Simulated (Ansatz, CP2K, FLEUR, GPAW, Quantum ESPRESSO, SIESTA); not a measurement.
**One structure in several programs: C (P6_3/mmc, 4 atoms in the cell)**

Self-consistent single point.

```xyz
4
Lattice="2.5033 0.0000 0.0000 -1.2516 2.1679 0.0000 0.0000 0.0000 4.1690" Properties=species:S:1:pos:R:3 pbc="T T T"
C      0.0000     1.4453     0.2619
C      1.2517     0.7226     3.9071
C      1.2517     0.7226     2.3463
C      0.0000     1.4453     1.8226
```

All programs got the same cell, k-point mesh and kind of occupations (some realise fixed ones as a very narrow smearing) (in Ansatz's words: kpoints.mp_grid.grid = 10 10 6; scf.occupations.method = fixed); potentials, basis and cutoffs are each program's usual ones.

```json
[
 {"code": "Quantum ESPRESSO", "model": "PBE, PseudoDojo standard norm-conserving (PBE) pseudopotentials", "pressure (GPa)": "4.37", "largest force (eV/Å)": "0.010", "k-points": "56", "cutoff": "85 Ry"},
 {"code": "CP2K", "model": "PBE, GPW, DZVP-MOLOPT-SR-GTH basis, GTH-PBE potentials (GTH_POTENTIALS)", "pressure (GPa)": "5.44", "largest force (eV/Å)": "0.011", "k-points": "304", "cutoff": "grid 400 Ry"},
 {"code": "GPAW", "model": "PBE, GPAW PAW datasets PBE (gpaw-data 1.0.1)", "pressure (GPa)": "–", "largest force (eV/Å)": "0.011", "k-points": "56", "cutoff": "950 eV"},
 {"code": "Ansatz", "model": "PBE, PAW files", "pressure (GPa)": "3.50", "largest force (eV/Å)": "0.012", "k-points": "56", "cutoff": "default"},
 {"code": "SIESTA", "model": "GGA PBE, numerical atomic orbitals TZP, PseudoDojo PBE standard norm-conserving potentials (rewritten from UPF to PSML)", "pressure (GPa)": "10.48", "largest force (eV/Å)": "0.054", "k-points": "338", "cutoff": "grid 350 Ry"},
 {"code": "FLEUR", "model": "PBE, all-electron FLAPW (FLEUR), scalar-relativistic valence", "pressure (GPa)": "–", "largest force (eV/Å)": "0.004", "k-points": "56", "cutoff": "Kmax 4.4 1/bohr"}
]
```

A dash marks a value that a program does not give, or that is left out as unsure.

The spread over the programs that give each value: pressure within 6.98 GPa; largest force within 0.050 eV/Å.

The starting cell comes from a database of computed structures (which also holds hypothetical and non-ambient phases and stackings), without a prior relaxation at this level. On Ansatz's run: In the base run, with a pressure of about 4 GPa the cell is away from its equilibrium volume at this level.

Q: Why do the programs differ, and what cannot be compared?

A: Differences of this kind can come from the potentials, where these differ, and from what each basis and cutoff leave unconverged. The zero of total energies and Fermi levels follows the potentials and each program's conventions, so they are not compared here. CP2K and SIESTA use small atom-centred bases, whose incompleteness enters pressures, forces and empty levels differently from a plane-wave cutoff. FLEUR treats all electrons, but the usual bases taken here (sphere radii, linearisation, local orbitals, empty states) were not tested for convergence, so the values are no reference for the others. Ansatz's pressure is given at a fixed set of plane waves, as the other plane-wave codes print theirs; with its correction for the finite basis it is 4.10 GPa (the shift of 0.60 GPa shows how far the cutoff is from converged). The pressure of GPAW is left out: its cutoff lies under the one at which its stress was checked. The programs reduce the same mesh by symmetry to different extents, which changes the work and not the result. In the pressure, CP2K (by 1.50) and SIESTA (by 6.55) lie more than 1 GPa from the median of the plane-wave programs.

This mesh misses zone-boundary points where a band edge of such crystals can lie, so no gaps are given.

Left out of this page: ABINIT (with a known weakness of the program).

Ansatz is a quantum-chemistry and plane-wave program.

Keys are those of Ansatz 0.2.
